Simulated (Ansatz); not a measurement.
Ansatz (an electronic-structure program), DFT, PBE, plane waves, its default PAW files: cubic perovskite SrTiO3, atoms displaced (Sr8Ti8O24), 40 atoms. Basis and mesh were picked for this test and aren't claimed converged.

Ansatz 0.2 input:
```yaml
crystal:
  lattice:
    - [7.81, 0.0, 0.0]
    - [0.0, 7.81, 0.0]
    - [0.0, 0.0, 7.81]
  atoms:
    - { symbol: Sr, position: [0.004247, 0.994265, 0.998734] }
    - { symbol: Sr, position: [0.997705, 0.000429, 0.498157] }
    - { symbol: Sr, position: [0.001097, 0.501266, 0.999959] }
    - { symbol: Sr, position: [0.004592, 0.493901, 0.492765] }
    - { symbol: Sr, position: [0.495845, 0.007176, 0.009934] }
    - { symbol: Sr, position: [0.500989, 0.000835, 0.501658] }
    - { symbol: Sr, position: [0.494618, 0.499164, 0.995808] }
... (30 lines of coordinates left out) ...
    - { symbol: O, position: [0.750065, 0.748698, 0.506021] }
    - { symbol: O, position: [0.501197, 0.74696, 0.745736] }
    - { symbol: O, position: [0.75373, 0.496055, 0.748697] }
kpoints:
  mp_grid: { grid: [2, 2, 2] }
hamiltonian:
  xc: pbe
  pseudopotentials: { kind: paw }
scf:
  occupations: { method: fixed }
output:
  forces: true
```

The program reports k-points after symmetry: 8, bands at the start: 200, electrons: 320, plane waves at Γ: 9315, cutoff (eV): 420, FFT grid: 54×54×54, symmetry operations: 1.

Hardware: Arm Neoverse V2, 96 cores on 1 socket, no SMT, 1 L3 cache group; 94 cores' worth of CPU time may be used.

Each time is the median wall time of two to five repeats, run one at a time on the otherwise empty machine; start-up is included. Processes are pinned to neighbouring cores unless said otherwise. The times hold for this build (release build for Arm (Neoverse V2), one process with threads). Scratch files lie in a memory file system.

Started as
```bash
OMP_NUM_THREADS=88 ANSATZ_TIMINGS=1 ansatz run --backend cpu --threads 88 --max-ram 200GiB --events-out run.ndjson --runs-dir run.runs --progress --plain run.yaml
```
(88 threads, --kpoint-pools auto (default), --slots auto (default)) it takes 1.2 s and 7 SCF iterations (all cycles of the run, searches included).

Q: Estimate the wall time with 32 threads, --kpoint-pools 1, --slots 1.

A: About 3.1 s (3 runs within 2 %): 2.5× as long, on 32 cores in place of 88, so 0.91× the core-time. The largest move is in band solves (diag): 0.69 s to 2.4 s. As resolved by the program: eigensolver slots 8 against 1. Applications of H to a band go from 24606 to 24522. Change in the result: energy under 0.001 meV/atom, forces (largest component) 0.0039 meV/Å.
